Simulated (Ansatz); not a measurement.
## How the lattice constant a of GaP (model structure, from the NiAs type, P6₃/mmc, No. 194) moves with the method

No measured value is used here.

```
level (code)           value (Å)
---------------------  ---------
PBEsol (Ansatz)            3.557
r²SCAN (Ansatz)            3.595
r²SCAN+rVV10 (Ansatz)      3.583
```

Cutoffs differ between the levels. Ansatz's density-functional and Hartree–Fock values are scalar-relativistic unless marked +SOC, with PAW data made under PBE.

A model structure was made by putting elements into a prototype or built by hand; it is no filed structure, need not be a known phase, and can be a saddle point held by its symmetry.

Ansatz is an electronic-structure program.
